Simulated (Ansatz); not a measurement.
The starting structures come from a database of crystals and need not be the phases stable at ambient conditions.

Data:

```
SnSr2S4
1.0
    6.36515     0.00000     0.00000
    0.00000    10.06369     0.00000
    2.17333     0.00000     5.98263
Sr Sn S
4 2 8
Cartesian
  3.04544   5.03184   4.73794
  3.04544   0.00000   4.73794
  6.59422   2.51592   3.11916
  3.35523   7.54777   0.84971
  3.11110   2.51592   0.57403
  6.93669   7.54777   3.25449
  6.05925   4.46224   5.38652
  1.40680   5.60145   2.12670
  6.05925   0.56960   5.38652
  1.40680   9.49409   2.12670
  3.50859   2.51592   2.93484
  4.58204   7.54777   3.68697
  8.03148   7.54777   5.41769
  0.70410   2.51592   0.28364
```

Space group of this cell: Ama2. The cell is taken as given; by PBEsol its mean pressure is -1.3 GPa.

Transport runs along the normal of the first two printed cell vectors.

The gap is the functional's own, uncorrected, and κ follows it; spin-orbit coupling is left out. Mid-gap values are interpolated between the computed energies.

Problem. Compute, with PBEsol (Ansatz, a program for electronic structure), the band gap and the smallest decay constant κ at mid-gap.

Solution. Gap 2.46 eV on a 6×4×6 mesh; κ = 0.206 1/Å, at the zone centre.
